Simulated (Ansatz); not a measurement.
The cell is made up: elements placed on another compound's structure type, so the phase may be hypothetical.

By PBEsol, the system below comes out a metal.

Here is the system:

```yaml
crystal:
  lattice:
    - [4.15424, 0.00000, 0.00000]
    - [0.00000, 4.15424, 0.00000]
    - [0.00000, 0.00000, 4.15424]
  atoms:
    - { symbol: Ga, position: [0.00000, 0.00000, 0.00000] }
    - { symbol: Pt, position: [0.00000, 0.50000, 0.50000] }
    - { symbol: Pt, position: [0.50000, 0.00000, 0.50000] }
    - { symbol: Pt, position: [0.50000, 0.50000, 0.00000] }
    - { symbol: C, position: [0.50000, 0.50000, 0.50000] }
```

Space group of this cell: Pm-3m, anti-perovskite. The cell was relaxed by PBE-D3(BJ); by PBEsol its mean pressure is -1.6 GPa.

The current flows along the normal of the first two printed cell vectors. No spin-orbit coupling; the value is a mean over 0.1 eV about the Fermi level.

**Question.** State the ballistic conductance per area according to PBEsol (Ansatz, a program for electronic structure).

**Answer.** 0.73 × 10¹⁵ S/m² for both spins.
